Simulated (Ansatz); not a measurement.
End structure of Zr on the 1x1 (110) surface of bcc Mo, one in a 2x2 cell, started at the site 'bridge Mo-Mo (span 3.2 Å)':

```
CELL_PARAMETERS angstrom
      5.47470     0.00000     0.00000
     -1.82490     5.16159     0.00000
      0.00000     0.00000    26.00000
ATOMIC_POSITIONS crystal
  Mo 0.25000 0.25000 0.37429
  Mo 0.25000 0.75000 0.37429
  Mo 0.75000 0.25000 0.37429
  Mo 0.75000 0.75000 0.37429
  Mo 0.00000 0.00000 0.45665
  Mo 0.00000 0.50000 0.45665
  Mo 0.50000 0.00000 0.45665
  Mo 0.50000 0.50000 0.45665
  Mo 0.25000 0.25000 0.54247
  Mo 0.25000 0.75000 0.54288
  Mo 0.75000 0.25000 0.54288
  Mo 0.75000 0.75000 0.54291
  Mo 0.99584 0.99584 0.62611
  Mo 0.00478 0.49522 0.62967
  Mo 0.49522 0.00478 0.62967
  Mo 0.50416 0.50416 0.62611
  Zr 0.25000 0.25000 0.70595
```

Model: 17-atom slab, 6.5 Å thick at the start under the adsorbate (thin: gaps and levels are the slab's own), 6x6x1 mesh, Fermi-Dirac 0.1 eV, dipole correction, 8 atoms held, the rest relaxed; held to the start's symmetry, so lower structures may exist; spin-polarised, no spin-orbit, no U, no dispersion correction. The starting moment vanished. At the end it is bonded to 4 Mo. In PBE it is, or lies within 0.03 eV of, the lowest of the starts that converged.

A negative adsorption energy means that the adsorbate is more stable on the surface than in its reference.

**Question.** Estimate the change of the step from the bottom to the top vacuum level, against the clean slab that PBE (Ansatz, a first-principles code) returns for this input.

**Answer.** -1.74 eV

**Question.** Give the work function of the top face at the level PBE.

**Answer.** 2.80 eV

**Question.** Predict the adsorption energy against an atom of hcp Zr from PBE.

**Answer.** 0.26 eV

**Question.** Estimate the change of the work function that PBE returns for this input.

**Answer.** -1.79 eV
